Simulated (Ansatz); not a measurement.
B20 (FeSi-type) MnSi, treated with revPBE (plane waves, PAW; Ansatz, a program for electronic structure).

Run with plane-wave cutoff 520 eV, 12×12×12 k mesh, Fermi–Dirac smearing 0.05 eV, spin-polarised with parallel moments, scalar-relativistic PAW data made under PBE.

Properties against volume:

Shape and atoms are relaxed at each volume.

| V (Å³/atom) | P (GPa) | moment (μB per cell of 8 atoms) |
|---|---|---|
| 11.217 | 8.91 | 3.85 |
| 11.451 | 4.23 | 3.92 |
| 11.684 | 0.00 | 3.96 |
| 11.918 | -3.79 | 3.99 |
| 12.152 | -7.18 | 4.02 |

Note: the collinear magnetic order is the start's and need not be the measured one; the bulk modulus comes from volumes at which shape and atoms were relaxed.
